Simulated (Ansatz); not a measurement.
The parent structure is BaB6 (space group Pm-3m, No. 221; a = 4.241 Å).

Computed with PBEsol/PAW in Ansatz (an electronic-structure program), no spin-orbit coupling.

Base values:

```
Quantity   Result
--------  -------
Pressure  0.0 GPa
```

The change: the cell is scaled by 1.0142 in all directions; the atoms relax in the strained cell.

Task: Predict the new energy relative to the base and pressure.

Result: The energy grows by 8.9 meV/atom; the pressure goes from zero to -5.9 GPa.

Stability against distortions was not tested. The final runs are not spin-polarised. Gaps under 0.05 eV, about the width of the smearing, are given as zero.
